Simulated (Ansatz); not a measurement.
Fluorite CoSi₂, treated with B3LYP (VWN-RPA form) (PAW; Ansatz, a first-principles code).

Settings: plane-wave cutoff 460 eV, 10×10×10 k mesh, Fermi–Dirac smearing 0.05 eV, no spin polarisation, scalar-relativistic PAW data made under PBE.

Pressure at four volumes; x = ln(V/12.792 Å³). One pressure is withheld.

| V (Å³/atom) | x | P (GPa) |
|---|---|---|
| 12.153 | -0.0512 | ? |
| 12.555 | -0.0187 | 3.79 |
| 12.792 | 0.0000 | 0.31 |
| 13.432 | 0.0488 | -7.47 |

Task: Pass a parabola P(x) through the three rows shown, estimate the bulk modulus and its pressure derivative near zero pressure, and predict the withheld pressure.

Result: Slopes between the rows: (0.31 − (3.79))/(0.0000 − (-0.0187)) = -186.10 and (-7.47 − (0.31))/(0.0488 − (0.0000)) = -159.43 GPa. Their difference over the span 0.0675 is c = 26.67/0.0675 = 395.1 GPa, so P(x) = 3.79 + (-186.10)(x − (-0.0187)) + 395.1 (x − (-0.0187))(x − (0.0000)). At the middle row B = −dP/dx = −[-186.10 + 395.1 × 0.0187] = 178.7 GPa, and B′ = dB/dP = 2c/B = 4.4. At x = -0.0512 the parabola gives 10.50 GPa; the run gives 10.61 GPa. The Birch–Murnaghan fit to the energies at all volumes has B0 = 177 GPa and B′ = 4.6.

Note: the run has no spin polarisation, so it can have missed a magnetic state.
